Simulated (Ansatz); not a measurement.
An Ansatz (a program for electronic structure) input (Ansatz r2SCAN, without spin-orbit coupling):

Ansatz 0.2 input:
```yaml
crystal:
  lattice:
    - [3.447223872, 0, 0]
    - [1.723611936, 2.9853834457, 0]
    - [1.723611936, -0.9951278152, 2.8324535679]
  atoms:
    - { symbol: Y, position: [0, 0, 0] }
    - { symbol: N, position: [0, 0.5, 0.5] }
basis: { ecutwfc: 500, ecutrho_ratio: 4, xc_grid: 4, fft_grid_basis: typed }
kpoints: { mp_grid: { grid: [12, 12, 12] } }
hamiltonian:
  xc: r2scan
  dispersion: none
  pseudopotentials: { kind: paw }
scf: { occupations: { method: fermi_dirac, width: 0.05 } }
relax: { f_tol: 0.005, max_steps: 50, cell: { stress_tol: 0.01, fix: [a, b, gamma] } }
output: { forces: true, stress: true }
checkpoint: { write: state.ck, write_every: 1000 }
```

Task: Which symmetry and how many k-points will the program report, and about how many plane waves at Γ?

Result: Space group R-3m (ITA 166) with 12 operations, k-points 189 of 1728, and 725 plane waves at Γ.

Task: And the final pressure?

Result: 1.10 GPa (compression positive).

The cells carry an imposed strain or load. Whether these cells are dynamically stable was not tested. The cell was made from YN in the rock salt structure (space group Fm-3m, No. 225) by this change: biaxial strain −0.42 %, plane normal [111], relaxed out of plane.
